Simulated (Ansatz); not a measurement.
The parent structure is CdSe in the zinc blende structure (space group F-43m, No. 216; a = 6.0818 Å).

The change: the cell is scaled by 0.9970 in all directions; the atoms relax in the strained cell.

Levels (all Ansatz, an electronic-structure program, PAW): PBEsol (420 eV, scalar-relativistic without spin-orbit coupling); PBEsol+SOC (420 eV, with spin-orbit coupling).

The geometry is relaxed with PBEsol.

| Item | Result |
|---|---|
| PBEsol electron mass | 0.050 mₑ (at Γ) |
| PBEsol valence-band top at Γ | 0.00, 0.00, 0.00 eV |
| PBEsol lowest conduction level above the VBM at special points | Γ 0.50 eV; L 2.30 eV; X 2.99 eV; K 3.61 eV |

Predict the hole mass, electron mass, valence-band top at Γ and lowest conduction level above the VBM at special points from PBEsol+SOC.

The hole mass (degenerate bands, along [100]) amounts to 0.056, 0.63 mₑ (at Γ); the electron mass changes from 0.050 mₑ (at Γ) to 0.045 mₑ (at Γ); the valence-band top at Γ (three highest Kramers pairs, from the VBM) changes from 0.00, 0.00, 0.00 eV to 0.00, 0.00, -0.37 eV; the lowest conduction level above the VBM at special points becomes Γ 0.38 eV; L 2.18 eV; X 2.87 eV; K 3.48 eV (PBEsol: Γ 0.50 eV; L 2.30 eV; X 2.99 eV; K 3.61 eV). The threefold valence maximum splits by Δso ≈ 0.37 eV.

Single points use the geometry relaxed with PBEsol. Differences between runs with and without spin-orbit coupling are approximate. The levels and masses belong to the bands next to the band gap. Masses are band curvatures over ±0.01 Å⁻¹ around the edge. Whether these cells are dynamically stable was not tested.
